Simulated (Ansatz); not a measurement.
For SrZrO3 (model structure, R3c, No. 161, 10 atoms in the cell), LDA (Ansatz, an electronic-structure program, PAW) gives:

| Item | Value |
|---|---|
| equilibrium lattice constant a | 5.760 Å |
| lattice parameter c | 13.978 Å |
| cohesive energy | 7.80 eV/atom |
| band gap | 3.80 eV |

### Question
What does PBEsol (plane waves, PAW; Ansatz) give for the same quantities?

### Answer

- lattice constant a: 5.806 Å (goes up by 0.8 %)
- lattice parameter c: 14.123 Å (grows by 1.0 %)
- cohesive energy: 7.13 eV/atom (decreases by 0.67 eV/atom)
- band gap: 3.75 eV (drops by 0.05 eV)

Changes are worked out from the printed values.

Unless a cell is named, each level is at its own relaxed cell (LDA 13.39, PBEsol 13.74 Å³/atom).

Levels without +SOC have no spin–orbit coupling; where heavier elements are present it shifts gaps, mostly down, and can invert bands. Density-functional gaps are differences of (generalised) Kohn–Sham levels.

Ansatz's density-functional and Hartree–Fock values are scalar-relativistic unless marked +SOC, with PAW data made under PBE.

A model structure was made by putting elements into a prototype or built by hand; it is no filed structure, need not be a known phase, and can be a saddle point held by its symmetry.
